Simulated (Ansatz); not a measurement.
# One base run on La₂O₃ (P-3m1, 5 atoms in the cell) and variants with one or two settings moved

```
La2O3
1.0
    3.91742     0.00000     0.00000
   -1.95871     3.39258     0.00000
    0.00000     0.00000     6.09117
La O
2 3
Direct
  0.66667   0.33333   0.75376
  0.33333   0.66667   0.24624
  0.66667   0.33333   0.35411
  0.33333   0.66667   0.64589
  0.00000   0.00000   0.00000
```

Base run A: PBE0, PAW files made with PBE (Ansatz, a first-principles code), self-consistent single point.

Its settings: basis.ecutwfc = 420 eV; kpoints.mp_grid.grid = 6 6 3; hamiltonian.xc = pbe0; hamiltonian.pseudopotentials = {kind: paw} (the program's default PAW files); scf.occupations.method = fermi_dirac; scf.occupations.width = 0.02 eV.

The starting cell comes from a database of computed structures (which also holds hypothetical and non-ambient phases and stackings), without a prior relaxation at this level. Its lattice was rescaled by a random factor within 2.5 % of one. Ansatz's pressure includes its estimate of the finite-basis (Pulay) stress.

ΔF is the free energy per atom less that of run A. A dash stands where there is no value to compare (another energy zero or no entropy term, no result, no spin, no clean gap, or a mesh too coarse for one). Absolute energies have different zeros for different potentials, functionals, Hubbard and dispersion terms and are not compared across them.

```csv
run,change,ΔF (meV/atom),pressure (GPa),largest force (eV/Å),gap on the mesh (eV),k-points
A,base,0.00,0.96,0.046,6.114,17
B,hamiltonian.xc: pbe0 → pbe [PBE],–,3.35,0.096,3.934,17
C,hamiltonian.xc: pbe0 → hse06 [HSE06],–,0.86,0.061,5.373,17
D,kpoints.mp_grid.grid: 6 6 3 → 5 5 3,0.03,0.96,0.046,6.260,12
```

Run D against A: The free energy stays essentially unchanged (within 1 meV/atom), the pressure stays at 0.96 GPa, the largest force stays at 0.046 eV/Å and the gap on the mesh goes from 6.114 to 6.260 eV.

Run B against A: The pressure goes from 0.96 to 3.35 GPa, the largest force goes from 0.046 to 0.096 eV/Å and the gap on the mesh goes from 6.114 to 3.934 eV.

Run C against A: The pressure goes from 0.96 to 0.86 GPa, the largest force goes from 0.046 to 0.061 eV/Å and the gap on the mesh goes from 6.114 to 5.373 eV.

Left out of this page: 2 runs of the series stopped by limits of time or memory.

Keys are those of Ansatz 0.2.
